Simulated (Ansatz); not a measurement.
## A computed series for TiC: pressure series

Consider TiC in the rock salt structure (space group Fm-3m, No. 225; a = 4.333 Å).

Cell and atoms are relaxed at each pressure.

Levels (all Ansatz, an electronic-structure program, PAW, earlier PAW set): PBE (420 eV, no spin-orbit coupling); r2SCAN (500 eV, spin-orbit coupling left out).

The base cell above is that of PBE; each level relaxes its own structures.

```
case              volume per atom, PBE  volume per atom, r2SCAN
----------------  --------------------  -----------------------
pressure −2 GPa               10.25 Å³                 10.22 Å³
pressure −1 GPa               10.21 Å³                 10.18 Å³
pressure 1.8 GPa              10.09 Å³                 10.07 Å³
pressure 4.2 GPa              10.00 Å³                  9.98 Å³
pressure 9 GPa                 9.83 Å³                  9.82 Å³
pressure 18 GPa                9.54 Å³                  9.54 Å³
pressure 30 GPa                9.21 Å³                  9.22 Å³
pressure 45 GPa                8.87 Å³                  8.88 Å³
pressure 60 GPa                8.57 Å³                  8.59 Å³
```

The two levels differ by at most about 0.03 Å³. They put the cases in the same order.

Load acts through the strain it causes; cell and atoms are relaxed under it. No phonon test of stability was made. No other phases were tried under pressure. The final runs are not spin-polarised.
